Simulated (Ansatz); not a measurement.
Base system: HgS in the zinc blende structure (space group F-43m, No. 216; a = 5.876 Å). Axes: x, y, z lie along the cube axes.

Method: PBEsol (Ansatz, a first-principles code), no SOC.

Before the change:

| Quantity | Value |
|---|---|
| Pressure | 0.0 GPa |

Perturbation: tensile biaxial strain of 1.63 % in the plane normal to [110], as in epitaxy on a mismatched substrate; the out-of-plane cell vector and the atoms relax.

**Question.** Estimate the effect on the pressure and energy relative to the base.

**Answer.** The pressure (mean of the normal stresses, compression positive) goes from zero to -0.9 GPa; the energy increases by 3.6 meV/atom.

A biaxial case was relaxed in a doubled cell and then solved in the primitive one. Whether these cells are dynamically stable was not tested. The final runs are not spin-polarised. Gaps under 0.05 eV, about the width of the smearing, are given as zero.
